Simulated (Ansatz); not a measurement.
The starting structures come from a database of crystals and need not be the phases stable at ambient conditions.

By PBEsol, the system below comes out a metal.

Crystal: MoRu (P-6m2, not sure to be the ambient phase, 2 atoms a cell, 14.9 Å³ an atom, -11 GPa at this level); planes in its conventional cell.

Level of theory: PBEsol (plane waves, PAW; Ansatz, a program for electronic structure).

Ballistic conductance counts the channels of both spins, as a mean over 0.1 eV about the Fermi level; spin-orbit coupling is left out.

```csv
plane,area (Å²),G/A (10¹⁵ S/m²)
(001),6.7,0.93
(110),21.5,…
(100),12.4,…
```

Problem. What belongs in the gaps?

Solution. 
- (110), G/A (10¹⁵ S/m²): 1.3
- (100), G/A (10¹⁵ S/m²): 1.3
